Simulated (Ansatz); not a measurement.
## Input and output of a self-consistent single point for TlIO3 (R3m, 5 atoms in the cell) (Ansatz)

Level of theory: LDA (PW92), default PAW files made with PBE (plane waves; Ansatz, a first-principles code).

Input:

Ansatz 0.2 input:
```yaml
# TlIO3
crystal:
  lattice:
    - [3.160247, 1.824569, 2.663399]
    - [-3.160247, 1.824569, 2.663399]
    - [0.000000, -3.649140, 2.663399]
  atoms:
    - { symbol: Tl, position: [0.008750, 0.008750, 0.008750] }
    - { symbol: I, position: [0.501860, 0.501860, 0.501860] }
    - { symbol: O, position: [0.903280, 0.461890, 0.461890] }
    - { symbol: O, position: [0.461890, 0.903280, 0.461890] }
    - { symbol: O, position: [0.461890, 0.461890, 0.903280] }
basis:
  ecutwfc: 420.0 eV
kpoints:
  mp_grid: { grid: [6, 6, 6] }
hamiltonian:
  xc: lda
  pseudopotentials: { kind: paw }
scf:
  occupations: { method: fermi_dirac, width: 0.02 eV }
output:
  forces: true
  eigenvalues: true
  stress: true
```

Output (repeated stretches shortened):

```
WARN ansatz: RAYON_NUM_THREADS=1 ignored (pool sized by the plan → 1); use --threads N
Pseudopotentials: kind: paw
Pseudopotential: Tl, paw, valence charge 13
Pseudopotential: I, paw, valence charge 17
Pseudopotential: O, paw, valence charge 6
Crystal: 5 atoms, lattice volume = 92.144 Å³
Basis set: ecut = 420 eV, 1797 PW (Γ)
Bands: 29, of which v1, the nominal top of the filled ones, is band 24 counted from 1 (23 counted from 0)
Symmetry: 6 space group operations
Space group: R3m (ITA 160), of the structure as read, at distance tolerance 4.5e-5 Å
k-points: 32 of 216 (time reversal used)
PAW frozen core: Tl, regenerated for the run's functional, and the local potential with it
PAW frozen core: I, regenerated for the run's functional, and the local potential with it
PAW frozen core: O, regenerated for the run's functional, and the local potential with it
Initial density: superposition of atomic densities (neutral atoms: chi_scale 0, normalization atom), corrected by the library's trained network
Initial wavefunctions: pseudopotential atomic-orbital guess
Eigensolver: davidson
Functional: x = slater, c = lda
SCF iter   1: F=—  HF=-20163.123890 eV  |F-HF|=—  |Δ(HF+E_count)|=         —  Δρ=1.63e-2  dr2=2.38e-1  ethr=1.77e-3  ⟨swp⟩=7.8  Hψ=4998  notcnv=0
all-band conjugate gradients solve this SCF's bands
preconditioner: auto → Resta (q_TF=auto, 2.447 Å⁻¹)
SCF iter   2: F=—  HF=-20163.066985 eV  |F-HF|=—  |Δ(HF+E_count)|=   5.69e-2  Δρ=5.12e-3  dr2=1.16e-2  ethr=4.97e-4  ⟨swp⟩=3.0  Hψ=1834  notcnv=0  defer=32
SCF iter   3: F=—  HF=-20163.063856 eV  |F-HF|=—  |Δ(HF+E_count)|=   3.13e-3  Δρ=2.00e-3  dr2=3.08e-3  ethr=2.42e-5  ⟨swp⟩=2.8  Hψ=1566  notcnv=0  defer=32
SCF iter   4: F=—  HF=-20163.062925 eV  |F-HF|=—  |Δ(HF+E_count)|=   9.31e-4  Δρ=4.83e-4  dr2=2.75e-4  ethr=6.43e-6  ⟨swp⟩=2.6  Hψ=1482  notcnv=0  defer=32
SCF iter   5: F=—  HF=-20163.062853 eV  |F-HF|=—  |Δ(HF+E_count)|=   7.23e-5  Δρ=7.54e-5  dr2=1.11e-5  ethr=5.72e-7  ⟨swp⟩=2.5  Hψ=1311  notcnv=0  defer=32
SCF iter   6: F=—  HF=-20163.062850 eV  |F-HF|=—  |Δ(HF+E_count)|=   3.03e-6  Δρ=1.90e-5  dr2=3.46e-7  ethr=2.32e-8  ⟨swp⟩=2.1  Hψ=1277  notcnv=0  defer=32
SCF iter   7: F=-20163.062850 eV  HF=-20163.062850 eV  |F-HF|=9.12e-9  |Δ(HF+E_count)|=   1.16e-8  Δρ=5.67e-6  dr2=2.90e-8  ethr=2.08e-10  ⟨swp⟩=11.1  Hψ=4297  notcnv=0
SCF 1 converged in 7 iterations: F = -20163.062850 eV  dr2 = 2.90e-8
SCF converged after 7 iterations
Free energy (F): -20163.062850 eV
Harris-Foulkes:  -20163.062850 eV  (|F-HF|=9.12e-9)
Internal energy: -20163.062850 eV  (E = F + TS)
E sigma→0 (E₀):  -20163.062850 eV
Fermi energy:    6.989663 eV
--- Per-component energies (eV) ---
  E_band       = -463.098296
  E_kinetic    = 1042.149771
  E_local      = -4173.060158  (includes V_loc(G=0)·N_el)
  E_nonlocal   = 385.731747
  E_hartree    = 1814.582763
  E_xc         = -572.491724
  E_vxc        = -549.579487  (∫ρ·V_xc dr)
  E_paw        = -14964.875807  (= ΣΔE_a)
  E_vpaw       = -797.512696  (= ΣTr[D̂ρ^β])
  E_aug_tail   = 0.007698  (compensation charges beyond the density's cutoff)
  E_ewald      = -3696.037559
  E_core_change = 0.930419  (= ΣΔE_core)
  E_smearing   = -0.000000  (= −TS)
  E_closure    = 0.000000  (closes the sum)
  Σ components = -20163.062850   (vs F -20163.062850, Δ=0.00e0)
--- Forces (eV/Å), atoms counted from 1 ---
  atom   1  Tl    -0.00000000    -0.00000001     0.10911837
  atom   2  I     -0.00000000     0.00000002    -0.18372009
  atom   3  O      0.14494058     0.08368148     0.02485391
  atom   4  O     -0.14494058     0.08368148     0.02485391
  atom   5  O      0.00000000    -0.16736297     0.02485388
  max |Σ_I F_I| component: 4.00e-5 eV/Å
--- Stress (GPa, compression-positive) ---
       -3.199873      -0.000000       0.000000
        0.000000      -3.199873      -0.000000
       -0.000000      -0.000000      -3.137871
  P = ⅓ Tr σ = -3.1792 GPa (-31.792 kbar)
  The stress holds the Pulay correction. Without it, at fixed plane waves, as pw.x and ABINIT print it: P = -3.7349 GPa
--- Band table (eV; the first three rows and the last of 32) ---
  k-point 0: bands = ["-41.0403", "-41.0403", "-40.9265", "-40.9265", "-40.8759", "-14.2561", "-11.0551", "-11.0551", "-3.5931", "-3.2595", "-3.2595", "-3.2190", "-3.2190", "-3.2162", "-0.4578", "-0.3618", "-0.3618", "2.7001", "4.0492", "4.0492", [...]
  k-point 1: bands = ["-41.0403", "-41.0403", "-40.9266", "-40.9265", "-40.8759", "-14.2147", "-11.1225", "-11.0534", "-3.8578", "-3.2636", "-3.2391", "-3.2229", "-3.2209", "-3.2169", "-0.5567", "-0.3315", "0.2892", "2.5037", "3.9204", "4.0688", [...]
  k-point 2: bands = ["-41.0403", "-41.0401", "-40.9266", "-40.9264", "-40.8760", "-14.1261", "-11.2639", "-11.0500", "-4.2367", "-3.2666", "-3.2535", "-3.2301", "-3.2169", "-3.1986", "-0.4578", "-0.2677", "1.0314", "2.4339", "3.7154", "4.0105", [...]
  k-point 31: bands = ["-41.0399", "-41.0399", "-40.9264", "-40.9264", "-40.8760", "-13.7465", "-11.3785", "-11.3785", "-6.0055", "-3.2139", "-3.2139", "-3.1904", "-3.1789", "-3.1789", "1.3633", "1.6825", "1.6825", "2.8878", "2.8878", "3.1702", [...]
```

The run converged in 7 iterations.

The starting cell comes from a database of computed structures (which also holds hypothetical and non-ambient phases and stackings), without a prior relaxation at this level. Its lattice was rescaled by up to half a per cent. Spin-orbit coupling is off. With a pressure of about -3 GPa the cell is away from its equilibrium volume at this level. Ansatz's pressure includes its estimate of the finite-basis (Pulay) stress. Without the estimate this run gives -3.73 GPa.
